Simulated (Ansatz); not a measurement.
# KTaO3: energy against strain

KTaO3 (cubic perovskite, Pm-3m, 12.345 Å³/atom at rest) under an equal strain ε in the (111) plane with the normal axis free, as in a coherent film. LDA in Ansatz, a plane-wave DFT program (PAW, default set), 420 eV, 8×8×8 Γ-centred mesh, Fermi-Dirac smearing 0.05 eV; ions are relaxed within the symmetry of each cell.

Here s stands for strain and y for E less E0.

| strain (%) | E less E0 (meV/atom) |
|---|---|
| -2.50 | ? |
| -1.00 | 2.96 |
| -0.50 | 0.76 |
| 0.00 | 0.00 |
| 0.50 | 0.77 |
| 1.00 | 2.92 |

Using a parabola, estimate the missing y at s = -2.50 from the other rows, showing the fit.

Least squares gives y = 0.021 - 0.0140·s + 2.9229·s². Residuals (row less fit): 0.002, 0.001, -0.021, 0.025, -0.010; standard error 0.024 (degrees of freedom: 2). Twice the quadratic coefficient over the volume, 2 × 2.9229 meV × 10⁴ × 0.1602 / 12.345 Å³, is twice the biaxial elastic modulus of this plane = 759 ± 7 GPa. At the withheld row, y = 0.021 - 0.0140 × (-2.5) + 2.9229 × (-2.5)² = 18.324 meV/atom. The calculation gives 18.62 meV/atom, 0.296 meV/atom above the prediction (1.6 % of the range of y in the table). The row lies outside the fitted rows, so this is an extrapolation. From the scatter of the fitted rows alone, a prediction at this place has a standard error of 0.157 meV/atom, so the miss is 1.9 times that.

One order more, fitted to all 11 runs of the series, follows each within 0.04, so the miss is the next term of a smooth law. The primitive cell can neither tilt nor turn polar against its symmetry, as such crystals can under strain. Rows are the converged runs of the series near zero and its far end; series whose fitted rows scatter by over a few per cent of the range, as at a crossing or softening among them, aren't shown in this form. Most that stay on the fit to the last digits aren't either.
